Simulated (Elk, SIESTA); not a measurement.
A SIESTA input for a self-consistent single point of Mg (P6_3/mmc, 4 atoms in the cell) (DFT, GGA PBE, numerical atomic orbitals DZP, PseudoDojo PBE standard norm-conserving potentials (rewritten from UPF to PSML)):

```
# files in the folder: Mg.psml (PseudoDojo PBE standard)
SystemName  Mg
SystemLabel siesta

NumberOfAtoms                4
NumberOfSpecies              1
%block ChemicalSpeciesLabel
  1 12 Mg
%endblock ChemicalSpeciesLabel
LatticeConstant              1.0 Bohr
%block LatticeVectors
     5.969754432    0.000000000    0.000000000
    -2.984879106    5.169959975    0.000000000
     0.000000000    0.000000000   19.390736768
%endblock LatticeVectors
AtomicCoordinatesFormat      Fractional
%block AtomicCoordinatesAndAtomicSpecies
     0.000000000    0.000000000    0.000000000  1
     0.000000000    0.000000000    0.500000000  1
     0.333333000    0.666667000    0.250000000  1
     0.666667000    0.333333000    0.750000000  1
%endblock AtomicCoordinatesAndAtomicSpecies

XC.functional                GGA
XC.authors                   PBE
PAO.BasisSize                DZP
PAO.EnergyShift              0.01 Ry
MeshCutoff                   300 Ry
%block kgrid.MonkhorstPack
    8   0   0  0.0
    0   8   0  0.0
    0   0   3  0.0
%endblock kgrid.MonkhorstPack
OccupationFunction           MP
OccupationMPOrder            0
ElectronicTemperature        0.1 eV

MaxSCFIterations             150
SCF.Mixer.Method             Pulay
SCF.Mixer.Weight             0.2
SCF.Mixer.History            8
SCF.DM.Tolerance             1.0E-04
Diag.ParallelOverK           true
WriteForces                  true
Charge.Mulliken              end
```

**Question.** Translate this input to Elk.

**Answer.** One input that does it (others would too):

```
tasks
  0

xctype
  20

rgkmax
  8.0

gmaxvr
  14.0

nxoapwlo
  1

stype
  0

swidth
  0.00367493

scale
  5.969754999

avec
    1.0000000000    0.0000001362    0.0000000000
   -0.5000001180    0.8660253357    0.0000000000
    0.0000000000    0.0000000000    3.2481629096

sppath
  './'

atoms
  1   : nspecies
  'Mg.in'   : spfname
  4   : natoms; atposl, bfcmt below
  0.0000000000  0.0000000000  0.0000000000    0.0 0.0 0.0
  0.0000000000  0.0000000000  0.5000000000    0.0 0.0 0.0
  0.3333333333  0.6666666667  0.2500000000    0.0 0.0 0.0
  0.6666666667  0.3333333333  0.7500000000    0.0 0.0 0.0

ngridk
  8 8 3
```

Basis, cutoffs, solver keys and any potentials are the target program's own. This input uses DFT, PBE, all-electron FP-LAPW, Elk's shipped species files, LAPW+lo basis.

The starting cell comes from a database of computed structures (which also holds hypothetical and non-ambient phases and stackings), without a prior relaxation at this level. Its lattice was rescaled by a random factor within 2.5 % of one. For this run, on top of that: lattice scaled by 0.98.
